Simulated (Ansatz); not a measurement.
Seebeck coefficient (μV/K, mean over directions) of p-type ZnSe (F-43m) against carrier density, r2SCAN with spin-orbit coupling, rigid bands in Ansatz (a quantum-chemistry and plane-wave program). Computed gap 1.74 eV; densities at which minority carriers matter at this gap, or further valleys turn the trend, are left out. Conductivity mass 0.68 mₑ (harmonic mean over directions), N_v = 2.7e19 cm⁻³ at 300 K.

| hole density | 300 K | 500 K |
|---|---|---|
| 1e16 cm⁻³ | 896 | (withheld) |
| 1e17 cm⁻³ | 697 | 773 |
| 1e18 cm⁻³ | 499 | 574 |
| 3e18 cm⁻³ | 405 | 480 |
| 1e19 cm⁻³ | 304 | 378 |
| 3e19 cm⁻³ | (withheld) | 286 |
| 1e20 cm⁻³ | 132 | 194 |
| 3e20 cm⁻³ | 78 | 125 |
| 1e21 cm⁻³ | (withheld) | 77 |

### Question
What belongs in the gaps?

### Answer

- 1e16 cm⁻³, 500 K: 971
- 3e19 cm⁻³, 300 K: 216
- 1e21 cm⁻³, 300 K: 46

Rigid bands with a gap fixed in temperature, one relaxation time for all states, no polarons or phonon drag, and whether or not such doping can be reached.
